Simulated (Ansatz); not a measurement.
## BeS (model structure, started from the CdTe type, P6₄22, No. 181, 6 atoms in the cell)

The numbers are results of PBE (PAW; Ansatz, an electronic-structure program), not measurements.

Settings: plane-wave cutoff 520 eV, 12×12×6 k mesh (along the axes of the cell as run), Fermi–Dirac smearing 0.01 eV, scalar-relativistic PAW data made under PBE.

Cell (relaxed with PBEsol):

```
CELL_PARAMETERS angstrom
      3.42364     0.00000     0.00000
     -1.71182     2.96496     0.00000
      0.00000     0.00000     7.74593
ATOMIC_POSITIONS crystal
  Be 0.00000 0.50000 0.66667
  Be 0.50000 0.50000 0.00000
  Be 0.50000 0.00000 0.33333
  S  0.00000 0.50000 0.16667
  S  0.50000 0.50000 0.50000
  S  0.50000 0.00000 0.83333
```

- band gap: 2.61 eV (indirect)
- smallest direct gap on the k points sampled: 3.90 eV
- Γ–Γ gap: 4.04 eV

Note: the relaxation could raise the start's symmetry but not lower it, so the cell can be a saddle point; cell and atoms aren't relaxed at this level (pressure 2.6 GPa).

The result took about 20 core-seconds (a rough figure).

A model structure was made by putting elements into a prototype or built by hand; it is no filed structure, need not be a known phase, and can be a saddle point held by its symmetry.
